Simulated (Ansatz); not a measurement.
The starting structures come from a database of crystals and need not be the phases stable at ambient conditions.

## Evanescent states of SiO2 (P6_422, not sure to be the ambient phase, 9 atoms a cell, 13.7 Å³ an atom) along the normal of (110)

Computed with r2SCAN (plane waves, PAW; Ansatz, a program for electronic structure).

The gap is the functional's own. No spin-orbit coupling. Mid-gap values are interpolated on the energy grid.

Energies count from the valence-band top; κ is the least over a 6×4 mesh across the current.

| E (eV) | κ (1/Å) | where |
|---|---|---|
| 0.14 | 0.248 | off Γ |
| 0.43 | 0.379 | off Γ |
| 0.72 | 0.438 | Γ |
| 1.01 | 0.476 | Γ |
| 1.30 | 0.501 | Γ |
| 1.59 | [?] | Γ |
| 1.89 | [?] | Γ |
| 2.17 | [?] | Γ |
| 2.46 | [?] | Γ |
| 2.75 | [?] | Γ |
| 3.04 | [?] | Γ |
| 3.33 | [?] | Γ |
| 3.62 | [?] | Γ |
| 3.92 | [?] | Γ |
| 4.21 | [?] | Γ |
| 4.50 | [?] | Γ |
| 4.79 | [?] | Γ |
| 5.08 | 0.378 | Γ |
| 5.37 | 0.338 | Γ |
| 5.66 | 0.286 | Γ |
| 5.95 | 0.217 | Γ |
| 6.24 | 0.097 | Γ |

**Question.** Fill in the missing entries.

**Answer.** 
- 1.59, κ (1/Å): 0.516
- 1.89, κ (1/Å): 0.524
- 2.17, κ (1/Å): 0.528
- 2.46, κ (1/Å): 0.528
- 2.75, κ (1/Å): 0.525
- 3.04, κ (1/Å): 0.519
- 3.33, κ (1/Å): 0.509
- 3.62, κ (1/Å): 0.497
- 3.92, κ (1/Å): 0.481
- 4.21, κ (1/Å): 0.462
- 4.50, κ (1/Å): 0.439
- 4.79, κ (1/Å): 0.411
